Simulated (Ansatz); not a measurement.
The reference is BAs (space group P4_2/mnm, No. 136; a = 5.837 Å, c = 3.362 Å; a hypothetical phase, not in the database extracts checked). Axes: x, y, z lie along a, b, c of the conventional cell.

Levels (all Ansatz, a quantum-chemistry and plane-wave program, PAW): PBEsol (420 eV, spin-orbit coupling left out); r2SCAN (500 eV, without spin-orbit coupling).

Its gap is 0.61 eV with PBEsol and 0.86 eV with r2SCAN.

Now apply this change: biaxial strain −2.39 %, plane normal [001], relaxed out of plane (Cartesian); in-plane vectors clamped, the third vector and the atoms free.

With PBEsol the gap becomes 0.42 eV.

**Question.** If the r2SCAN correction stayed the same, what would the r2SCAN gap be, and what does the r2SCAN run give?

**Answer.** A rigid correction of +0.25 eV gives 0.67 eV. The r2SCAN run gives 0.64 eV, so the two effects roughly add.

Single points use the geometry relaxed with PBEsol. Stability against distortions was not tested.
